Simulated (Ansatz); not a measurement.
The (10-12) face of trigonal Se can be cut between different planes. Symmetric, stoichiometric slabs relaxed in the 1x1 cell (35.4 Å²): top plane Se, 0.33 Å over the next in the ideal cut; top plane Se, 0.87 Å over the next in the ideal cut.

These are PBE with D3(BJ) dispersion (plane waves to 420 eV, PAW; Ansatz, a first-principles code) values and carry that method's errors.

Task: Put the candidates in order of surface energy, lowest first, for PBE with D3(BJ) dispersion.

Result: the cut with an outer spacing of 0.33 Å (0.45 J/m²; 2 Se–Se bonds formed), the cut with an outer spacing of 0.87 Å (0.60 J/m²; 2 Se–Se bonds formed)
